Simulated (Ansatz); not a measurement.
AlPt (Pm-3m, No. 221, 2 atoms in the cell; start mp-10903)

Calculation: LDA (Ansatz, a quantum-chemistry and plane-wave program, PAW).

Numerical settings: plane-wave cutoff 500 eV, 18×18×18 k mesh, Fermi–Dirac smearing 0.1 eV, scalar-relativistic PAW data made under PBE.

Cell (relaxed at this level):

```
CELL_PARAMETERS angstrom
      3.03859     0.00000     0.00000
      0.00000     3.03859     0.00000
      0.00000     0.00000     3.03859
ATOMIC_POSITIONS crystal
  Al 0.00000 0.00000 0.00000
  Pt 0.50000 0.50000 0.50000
```

```json
{
  "band_gap": "zero (no gap)"
}
```

Note: the relaxation could not lower the start's symmetry, so the cell can be a saddle point above a distorted one.

Spin–orbit coupling is not included.

The computed numbers hold no vibrational or temperature effects.

It cost around 40 core-seconds (rough) of CPU time.

A start named mp-… is a Materials Project structure, which need not be a measured phase.
